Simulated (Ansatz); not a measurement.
## Effect of pressure −1 GPa on hypothetical zinc blende BiB

The reference is BiB in the zinc blende structure (space group F-43m, No. 216; a = 5.456 Å; a hypothetical phase, not in the database extracts checked).

One thing is altered: a negative pressure, −1 GPa.

Level of theory: Ansatz (a program for electronic structure), PBEsol, PAW, cutoff 420 eV, no spin-orbit coupling. k-mesh 10×10×10 (Γ-centred); smearing 0.05 eV (Fermi–Dirac).

* **Volume per atom**: 20.56 Å³ (base 20.30 Å³)
* **Density**: 8.88 g/cm³ (base 8.99 g/cm³)
* **Lattice parameter a**: 5.479 Å (base 5.456 Å)
* **Shortest interatomic distance**: 2.372 Å (base 2.362 Å)
* **Band gap**: 0.35 eV (base 0.45 eV)
* **Gap character**: direct at Γ (base direct at Γ)
* **Electron mass**: 0.027 mₑ (at Γ) (base 0.034 mₑ (at Γ))
* **Hole mass (degenerate bands, along [100])**: 0.026, 0.22, 0.22 mₑ (at Γ) (base 0.033, 0.23, 0.23 mₑ (at Γ))
* **Valley order (the lowest conduction-band minima on the path, energy above the VBM, named in the base's zone)**: Γ 0.35 eV; L along ⟨111⟩ 0.41 eV; a point along ⟨100⟩, about 0.9 Å⁻¹ from Γ 0.63 eV (base Γ 0.45 eV; L along ⟨111⟩ 0.46 eV; a point along ⟨100⟩, about 0.9 Å⁻¹ from Γ 0.63 eV)

With Bi present, leaving out spin-orbit coupling can change the band edges. Load acts through the strain it causes; cell and atoms are relaxed under it. Masses are band curvatures over ±0.01 Å⁻¹ around the edge. Stability against distortions was not tested.
